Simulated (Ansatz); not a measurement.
## ZrSe$_{2}$ in the CdI2 type structure (space group P-3m1, No. 164; layered, stacked along the Cartesian z axis)

Space group P-3m1 (No. 164); a = b = 3.7351 Å, c = 6.0315 Å, α = β = 90.00°, γ = 120.00°

```csv
atom,site,symmetry,x,y,z
Zr,1a,-3m.,0.0000,0.0000,0.0000
Se,2d,3m.,0.3333,0.6667,0.2651
```

Computed with PBE-D3(BJ)/PAW in Ansatz (an electronic-structure program), no spin-orbit coupling. Settings: 14×14×8 k-points, 0.05 eV Fermi–Dirac smearing.

| Property | Result |
|---|---|
| Volume per atom | 24.29 Å³ |
| Density | 5.68 g/cm³ |
| Band gap | zero |
| Total energy | -5042.406 eV/atom (σ→0; compares only within this code and set-up) |

Whether these cells are dynamically stable was not tested. All final runs are without spin polarisation. Gaps under 0.05 eV, about the width of the smearing, are given as zero. A zero or small gap of ZrSe2 can be the functional's error rather than a property of the material.
